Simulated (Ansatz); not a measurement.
Defect: Cu vacancy in cuprite, charge state -1. Level of theory: PBE, PAW (plane waves to 420 eV; Ansatz, a quantum-chemistry and plane-wave program).

Settings: 48 host sites, the relaxed PBE lattice, one k-point at (0.250, 0.250, 0.250), smearing 0.05 eV, spin-restricted, no image-charge correction. Static, classical nuclei. PBE gaps are too small, and in this host the defect's levels may merge with the bands. The charge state is imposed; whether it is stable for some Fermi level was not computed. Forms of the defect that were not tried may lie lower.

Barriers: single points on a 2×2×2 k-point mesh shifted by half a step at the bands' geometries.

A. a nearby Cu atom hops onto the vacant site; the atom moves 3.15 Å along (0.52, 0.52, 0.00) of the unit cell; the moving atom starts with neighbours 2 O at 1.86 Å and ends with 2 O at 1.86 Å; saddle order not checked, on a symmetry element.
B. a nearby Cu atom hops onto the vacant site; the atom moves 2.96 Å along (-0.49, 0.49, 0.00) of the unit cell; the moving atom starts with neighbours O at 1.83, O at 1.88 Å and ends with O at 1.83, O at 1.88 Å; saddle order not checked.

A band can be held on a symmetry element, so unchecked saddle points there may be too high.

Problem. Rank these by forward barrier (lowest first), as PBE, PAW gives it.

Solution. A (0.48 eV), B (1.12 eV)
